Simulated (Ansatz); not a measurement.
Defect migration in wurtzite CdSe: Cd vacancy, charge state -2. All values below come from PBE, PAW (plane waves to 420 eV; Ansatz, a first-principles code).

Settings: 72 host sites, the relaxed PBE lattice, one k-point at (0.125, 0.250, 0.250), smearing 0.01 eV, spin-restricted, no image-charge correction. Energies are static. The charge state is imposed; whether it is stable for some Fermi level was not computed. Forms of the defect that were not tried may lie lower.

Barriers: single points on a 2×2×2 k-point mesh shifted by half a step along c at the bands' geometries.

Relaxed starting cell (atoms counted from 1):

```yaml
crystal:
  lattice:
    - [13.14850, 0.00000, 0.00000]
    - [-6.57425, 11.38694, 0.00000]
    - [0.00000, 0.00000, 14.30922]
  atoms:
    - { symbol: Cd, position: [0.22193, 0.11026, 0.75342] }
    - { symbol: Cd, position: [0.21513, 0.43257, 0.24641] }
    - { symbol: Cd, position: [0.22157, 0.44223, 0.75115] }
    - { symbol: Cd, position: [0.21549, 0.78285, 0.24617] }
    - { symbol: Cd, position: [0.22166, 0.77771, 0.75132] }
    - { symbol: Cd, position: [0.55023, 0.11542, 0.24619] }
    - { symbol: Cd, position: [0.55441, 0.11019, 0.75119] }
    - { symbol: Cd, position: [0.55002, 0.43005, 0.24614] }
    - { symbol: Cd, position: [0.55454, 0.44198, 0.75138] }
    - { symbol: Cd, position: [0.55511, 0.77543, 0.24904] }
    - { symbol: Cd, position: [0.55517, 0.77623, 0.75041] }
    - { symbol: Cd, position: [0.89842, 0.11583, 0.24662] }
    - { symbol: Cd, position: [0.88938, 0.11028, 0.75098] }
    - { symbol: Cd, position: [0.88879, 0.44404, 0.24732] }
    - { symbol: Cd, position: [0.88863, 0.44357, 0.75055] }
    - { symbol: Cd, position: [0.90199, 0.78292, 0.24614] }
    - { symbol: Cd, position: [0.89002, 0.77760, 0.75154] }
    - { symbol: Cd, position: [0.11070, 0.22274, 0.01076] }
    - { symbol: Cd, position: [0.11631, 0.21723, 0.49756] }
    - { symbol: Cd, position: [0.11200, 0.55738, 0.00185] }
    - { symbol: Cd, position: [0.11211, 0.55722, 0.49861] }
    - { symbol: Cd, position: [0.11209, 0.89201, 0.01181] }
    - { symbol: Cd, position: [0.11666, 0.90125, 0.49767] }
    - { symbol: Cd, position: [0.44285, 0.22223, 0.01111] }
    - { symbol: Cd, position: [0.43235, 0.21695, 0.49768] }
    - { symbol: Cd, position: [0.44350, 0.55520, 0.00265] }
    - { symbol: Cd, position: [0.44297, 0.55372, 0.49713] }
    - { symbol: Cd, position: [0.44393, 0.88996, 0.00243] }
    - { symbol: Cd, position: [0.44328, 0.89061, 0.49742] }
    - { symbol: Cd, position: [0.77691, 0.22228, 0.00184] }
    - { symbol: Cd, position: [0.77665, 0.22206, 0.49851] }
    - { symbol: Cd, position: [0.77709, 0.55735, 0.00238] }
    - { symbol: Cd, position: [0.77660, 0.55706, 0.49836] }
    - { symbol: Cd, position: [0.77822, 0.89019, 0.00246] }
    - { symbol: Cd, position: [0.77958, 0.89055, 0.49739] }
    - { symbol: Se, position: [0.22181, 0.11168, 0.42429] }
    - { symbol: Se, position: [0.22181, 0.11214, 0.93980] }
    - { symbol: Se, position: [0.22002, 0.44263, 0.43733] }
    - { symbol: Se, position: [0.22100, 0.44354, 0.93885] }
    - { symbol: Se, position: [0.22065, 0.77875, 0.43731] }
    - { symbol: Se, position: [0.22133, 0.77945, 0.93908] }
    - { symbol: Se, position: [0.55473, 0.11273, 0.43724] }
    - { symbol: Se, position: [0.55451, 0.11195, 0.93880] }
    - { symbol: Se, position: [0.55458, 0.44227, 0.43715] }
    - { symbol: Se, position: [0.55447, 0.44306, 0.93920] }
    - { symbol: Se, position: [0.55518, 0.77769, 0.43824] }
    - { symbol: Se, position: [0.55516, 0.77767, 0.93849] }
    - { symbol: Se, position: [0.89008, 0.11297, 0.43750] }
    - { symbol: Se, position: [0.88945, 0.11213, 0.93863] }
    - { symbol: Se, position: [0.88862, 0.44503, 0.43722] }
    - { symbol: Se, position: [0.88856, 0.44510, 0.93862] }
    - { symbol: Se, position: [0.89071, 0.77871, 0.43722] }
    - { symbol: Se, position: [0.89066, 0.77945, 0.93934] }
    - { symbol: Se, position: [0.11768, 0.21306, 0.19344] }
    - { symbol: Se, position: [0.11087, 0.22119, 0.68766] }
    - { symbol: Se, position: [0.11256, 0.55699, 0.18913] }
    - { symbol: Se, position: [0.11126, 0.55531, 0.68801] }
    - { symbol: Se, position: [0.12260, 0.91022, 0.19457] }
    - { symbol: Se, position: [0.11133, 0.88918, 0.68775] }
    - { symbol: Se, position: [0.42515, 0.21018, 0.19391] }
    - { symbol: Se, position: [0.44337, 0.22099, 0.68777] }
    - { symbol: Se, position: [0.44313, 0.55237, 0.18985] }
    - { symbol: Se, position: [0.44393, 0.55427, 0.68707] }
    - { symbol: Se, position: [0.44382, 0.88801, 0.18970] }
    - { symbol: Se, position: [0.44410, 0.88807, 0.68726] }
    - { symbol: Se, position: [0.77642, 0.22057, 0.18911] }
    - { symbol: Se, position: [0.77721, 0.22135, 0.68791] }
    - { symbol: Se, position: [0.77696, 0.55660, 0.18957] }
    - { symbol: Se, position: [0.77730, 0.55531, 0.68796] }
    - { symbol: Se, position: [0.77867, 0.88857, 0.18975] }
    - { symbol: Se, position: [0.77760, 0.88810, 0.68725] }
```
Cell charge -2.

End state 1 differs by these moves (Å; atoms that move under 0.08 Å are left out):

| atom | element | Δx | Δy | Δz |
|---|---|---|---|---|
| 2 | Cd | -0.10 | 0.19 | 0.00 |
| 4 | Cd | -2.09 | 3.60 | 0.00 |
| 6 | Cd | 0.12 | -0.21 | 0.00 |
| 8 | Cd | 0.00 | 0.13 | 0.04 |
| 10 | Cd | -0.10 | 0.07 | -0.04 |
| 12 | Cd | -0.09 | -0.06 | 0.01 |
| 14 | Cd | 0.14 | 0.06 | -0.02 |
| 18 | Cd | 0.01 | 0.01 | -0.13 |
| 19 | Cd | -0.09 | 0.07 | 0.01 |
| 20 | Cd | 0.00 | 0.01 | 0.14 |
| 21 | Cd | -0.01 | 0.12 | 0.00 |
| 23 | Cd | 0.12 | -0.21 | 0.00 |
| 24 | Cd | 0.02 | -0.01 | -0.12 |
| 25 | Cd | 0.12 | 0.03 | -0.01 |
| 28 | Cd | 0.01 | -0.01 | 0.13 |
| 29 | Cd | -0.09 | -0.09 | 0.01 |
| 36 | Se | -0.01 | -0.03 | 0.19 |
| 40 | Se | 0.02 | -0.01 | -0.19 |
| 54 | Se | -0.14 | 0.12 | -0.06 |
| 56 | Se | 0.01 | 0.22 | 0.08 |
| 58 | Se | 0.14 | -0.35 | -0.02 |
| 60 | Se | 0.18 | 0.09 | -0.06 |
| 64 | Se | -0.16 | -0.13 | 0.06 |

Question: Estimate the forward and backward barriers to end state 1 that PBE, PAW returns for this input.

Answer: forward 0.98 eV, backward 0.98 eV; at the saddle point atom 4 has neighbours Se at 2.57, Se at 2.94, Se at 2.98, Se at 2.99, Se at 3.00 Å. The saddle point's order was not checked.

End state 2 differs by these moves (Å; atoms that move under 0.08 Å are left out):

```csv
atom,element,Δx,Δy,Δz
1,Cd,0.00,-0.03,0.10
2,Cd,0.01,0.11,0.01
5,Cd,0.02,-0.02,0.12
6,Cd,0.08,-0.08,-0.01
8,Cd,0.00,0.13,0.02
12,Cd,-0.07,-0.08,-0.01
17,Cd,-0.01,-0.01,0.12
18,Cd,0.12,-0.07,-0.23
19,Cd,-0.10,0.05,0.04
20,Cd,0.02,0.11,-0.09
22,Cd,0.01,2.34,3.37
23,Cd,0.00,-0.14,0.08
24,Cd,-0.12,-0.06,-0.23
25,Cd,0.11,0.06,0.04
26,Cd,0.01,0.00,-0.09
28,Cd,-0.08,-0.08,-0.10
32,Cd,0.00,0.14,-0.10
34,Cd,0.10,-0.07,-0.10
36,Se,0.00,-0.02,0.18
37,Se,-0.01,-0.25,0.05
41,Se,-0.13,0.08,0.04
53,Se,0.16,0.11,0.05
54,Se,-0.12,0.08,-0.11
58,Se,-0.01,-0.26,-0.31
60,Se,0.15,0.11,-0.11
```

Question: What is the computed forward and backward barriers to end state 2 (PBE, PAW)?

Answer: forward 0.81 eV, backward 0.81 eV; at the saddle point atom 22 has neighbours Se at 2.50, Se at 2.57, 2 Se at 3.17 Å. The saddle point's order was not checked, and it lies on a symmetry element of the cell, where a band can be held.
